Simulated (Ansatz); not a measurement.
The starting structures come from a database of crystals and need not be the phases stable at ambient conditions.

Tunnelling through a barrier is set by its complex band structure: the current falls as exp(−2κd) with the smallest κ.

```xyz
22
Lattice="7.1431 0.0000 0.0000 0.0000 7.1431 0.0000 3.5715 -3.5715 5.0509" Properties=species:S:1:pos:R:3 pbc="T T T"
Y      3.5715     1.7858     1.2627
Y      5.3573     0.0000     3.7882
Y      3.5715     5.3573     1.2627
Y      8.9288     0.0000     3.7882
Ti     7.1431     5.3573     1.2627
Ti     8.9288     3.5715     3.7882
Ti     7.1431     1.7858     1.2627
Ti     5.3573     3.5715     3.7882
O      3.5715     0.0000     2.5255
O      3.5715     3.5715     0.0000
O      8.6069     2.1077     2.5255
O      1.4638     1.4638     0.0000
O      5.6792     5.0354     2.5255
O      5.6792     5.6792     0.0000
O      7.1431     3.5715     0.4553
O      5.6792     1.4638     0.0000
O      7.1431     3.5715     4.5956
O      1.4638     5.6792     0.0000
O      5.6792     2.1077     2.5255
O      7.1431     0.0000     2.0702
O      8.6069     5.0354     2.5255
O      3.5715     3.5715     2.9807
```

Space group of this cell: Fd-3m. The cell is taken as given; by r2SCAN its mean pressure is -0.5 GPa.

Transport runs along the normal of the first two printed cell vectors, the (001) plane of the conventional cell.

The gap is the functional's own, uncorrected, and κ follows it; spin-orbit coupling is left out. Mid-gap values are interpolated between the computed energies.

Task: Predict the band gap and the smallest decay constant κ at mid-gap from r2SCAN (Ansatz, a first-principles code).

Result: Gap 3.26 eV on a 6×6×6 mesh; κ = 0.295 1/Å, at the zone centre.
